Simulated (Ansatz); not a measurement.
MgO (Fm-3m), HSE06, rigid bands in Ansatz (a program for electronic structure): N_c = 5.38e18 cm⁻³ at 300 K and an electron conductivity mass of 0.362 mₑ.

**Question.** For 1e17 electrons per cm³ at 300 K, place the Fermi level, estimate the Seebeck coefficient of a parabolic band with constant τ, and give mobility and conductivity for τ = 50 fs.

**Answer.** The level lies k_BT ln(N_c/n) = 0.103 eV below the conduction-band minimum. S ≈ −(k_B/e)[ln(N_c/n) + 5/2] = -559 μV/K, against -558 μV/K from the full bands (mean over directions). μ = eτ/m = 243 cm²/(V·s) and σ = neμ = 3.89 S/cm. τ is assumed, not computed.

Band transport and this doping are assumed; polarons and phonon drag are left out. Spin-orbit coupling is left out. Geometry: cell and atoms relaxed with PBEsol.
